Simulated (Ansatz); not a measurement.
Input:

```xyz
2
Lattice="0.0000 3.3180 3.3180 3.3180 0.0000 3.3180 3.3180 3.3180 0.0000" Properties=species:S:1:pos:R:3 pbc="T T T"
In     0.0000     0.0000     0.0000
Sb     1.6590     1.6590     1.6590
```

These are PBE, rigid bands (plane waves, PAW, scalar-relativistic; Ansatz, an electronic-structure program) values and carry that method's errors. Condition of this run: functional PBE, cell relaxed with it. Geometry: cell and atoms relaxed with PBE.

Task: Is this a good metal at this level?

Result: No. No gap is resolved, and few carriers conduct, as in a semimetal or a zero-gap semiconductor. N(E_F) = 0.0062 states/eV a cell at 300 K and the Drude plasma energy along the best axis is 0.192 eV, several times under that of a simple or noble metal.

Spin-orbit coupling is left out; it can open or close a small gap.
